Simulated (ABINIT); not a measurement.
## Variants of one calculation on SrIn2Rh (Cmcm, 8 atoms in the cell)

```
SrIn2Rh
1.0
    2.19123    -5.47177     0.00000
    2.19123     5.47177     0.00000
    0.00000     0.00000     8.06086
Sr In Rh
2 4 2
Cartesian
  2.19123  -4.82347   6.04565
  2.19123   4.82347   2.01521
  2.19123  -1.72109   7.62719
  2.19123   1.72109   0.43367
  2.19123   1.72109   3.59676
  2.19123  -1.72109   4.46410
  2.19123   3.10030   6.04565
  2.19123  -3.10030   2.01521
```

Base run A: PBEsol, PAW (JTH v2.0 PBE PAW, files made for PBE) (ABINIT), self-consistent single point.

Its settings: pseudos = [Sr.GGA_PBE-JTH.xml, In.GGA_PBE-JTH.xml, Rh.GGA_PBE-JTH.xml]; ecut = 21 Ha; pawecutdg = 42 Ha; pawxcdev = 0; ixc = -116133; occopt = 3; tsmear = 0.00183747 Ha; ngkpt = 5 5 3; nshiftk = 1; shiftk = 0.5 0.5 0.5; potentials = JTH v2.0 PBE PAW; nband = 66; kptopt = 1; nstep = 60; toldfe = 1e-09 Ha.

The starting cell comes from a database of computed structures (which also holds hypothetical and non-ambient phases and stackings), without a prior relaxation at this level. Spin polarisation is off. The potentials were made for another functional than the one used.

ΔF is the free energy per atom less that of run A. 

```tsv
run	pawecutdg	ΔF (meV/atom)	pressure (GPa)	largest force (eV/Å)
A	42 Ha	0.00	-2.32	0.085
B	21 Ha	-0.12	-2.22	0.094
C	26.25 Ha	0.38	-2.29	0.077
```

Run B against A: The free energy hardly moves (within 1 meV/atom), the pressure goes from -2.32 to -2.22 GPa and the largest force goes from 0.085 to 0.094 eV/Å.

Run C against A: The free energy stays essentially unchanged (within 1 meV/atom), the pressure hardly changes (-2.32 to -2.29 GPa) and the largest force goes from 0.085 to 0.077 eV/Å.
